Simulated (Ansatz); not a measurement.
Here is the system:

```
ZnO
1.0
    3.23735     0.00000     0.00000
   -1.61868     2.80363     0.00000
    0.00000     0.00000     5.22206
Zn O
2 2
Direct
  0.66667   0.33333   0.50059
  0.33333   0.66667   0.00059
  0.66667   0.33333   0.87972
  0.33333   0.66667   0.37972
```

Space group of this cell: P6_3mc, wurtzite. The cell is taken as given; by r2SCAN its mean pressure is -0.5 GPa.

All values below come from r2SCAN (plane waves, PAW; Ansatz, a first-principles code).

The current runs along the normal of the first two printed vectors; no spin-orbit coupling. Scaled by the factor s: all lengths (ions clamped). Meshes 12×12×6 and 12×12 across the current in all rows.

| s | mean pressure (GPa) | band gap (eV) |
|---|---|---|
| 0.98 | 9.7 | 1.32 |
| 1.00 | -0.5 | 1.23 |
| 1.02 | -8.2 | ? |

### Question
Take the slope of the band gap against ln s from the two given rows, extrapolate to s = 1.02, and say what the run there gives.

### Answer
Slope = (1.32 − 1.23) / ln 0.98 = -4.45 eV. The line gives 1.23 + (-4.45) × ln 1.02 = 1.14 eV. The run gives 1.14 eV, as the line does.
